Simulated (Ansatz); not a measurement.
Li$_{3}$OCl (Pm-3m), PBEsol, rigid bands run with Ansatz (a program for electronic structure): N_c = 2.83e19 cm⁻³ at 300 K and an electron conductivity mass of 0.475 mₑ.

Q: For 1e16 electrons per cm³ at 300 K, place the Fermi level, estimate the Seebeck coefficient of a parabolic band with constant τ, and give mobility and conductivity for τ = 5 fs.

A: The level lies k_BT ln(N_c/n) = 0.205 eV below the conduction-band minimum. S ≈ −(k_B/e)[ln(N_c/n) + 5/2] = -900 μV/K, against -901 μV/K from the full bands (mean over directions). μ = eτ/m = 18.5 cm²/(V·s) and σ = neμ = 0.0297 S/cm. τ is assumed, not computed.

Band transport and this doping are assumed; polarons and phonon drag are left out. Spin-orbit coupling is left out.

Computed structure with no diffraction record at hand here (it may be known, metastable or hypothetical): Li3OCl (Pm-3m).
